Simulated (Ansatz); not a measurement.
The parent structure is Pt in the fcc (Cu type) structure (space group Fm-3m, No. 225; a = 3.8954 Å; relaxed with 0.1 eV smearing). Axes: x, y, z lie along the cube axes.

Computed with LDA (Ansatz, an electronic-structure program, PAW, no spin-orbit coupling).

Strains are applied to the cell and any free atomic positions relax; under biaxial strain the out-of-plane vector relaxes too.

One change was made to it. Results:

| quantity | base | after |
|---|---|---|
| pressure (mean of the normal stresses, compression positive) | 0.0 GPa | 7.1 GPa |
| energy relative to the base (free energy F) | 0 meV/atom | +28 meV/atom |

Name the change that was made.
(A) biaxial strain +3.00 %, plane normal [001], relaxed out of plane
(B) biaxial strain +1.00 %, plane normal [001], relaxed out of plane
(C) biaxial strain +2.00 %, plane normal [001], relaxed out of plane
(D) biaxial strain −3.00 %, plane normal [001], relaxed out of plane
(E) biaxial strain −1.00 %, plane normal [001], relaxed out of plane

D, biaxial strain −3.00 %, plane normal [001], relaxed out of plane. For comparison, the energy relative to the base in the other runs: biaxial strain +3.00 %, plane normal [001], relaxed out of plane gives +18 meV/atom; biaxial strain +2.00 %, plane normal [001], relaxed out of plane gives +8.7 meV/atom; biaxial strain −1.00 %, plane normal [001], relaxed out of plane gives +2.7 meV/atom; biaxial strain +1.00 %, plane normal [001], relaxed out of plane gives +2.3 meV/atom.

Stability against distortions was not tested. The final runs are not spin-polarised.
